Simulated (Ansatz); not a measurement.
Given:

```yaml
crystal:
  lattice:
    - [0.00000, 2.85107, 2.85107]
    - [2.85107, 0.00000, 2.85107]
    - [2.85107, 2.85107, 0.00000]
  atoms:
    - { symbol: Ge, position: [0.00000, 0.00000, 0.00000] }
    - { symbol: Ge, position: [0.25000, 0.25000, 0.25000] }
```

No spin polarisation.

Calculations: r2SCAN (Ansatz, a first-principles code, PAW, without spin-orbit coupling). Γ-centred 10×10×10 mesh, Fermi–Dirac width 0.05 eV.

### Question
Predict the band gap, gap character and width of the top valence band.

### Answer
Band gap: 0.22 eV
Gap character: direct at Γ
Width of the top valence band: 3.94 eV

Load acts through the strain it causes; cell and atoms are relaxed under it. Stability against distortions was not tested. The cell was made from Ge in the diamond structure (space group Fd-3m, No. 227) by this change: pressure −1 GPa. A zero or small gap of Ge under pressure −1 GPa can be the functional's error rather than a property of the material.
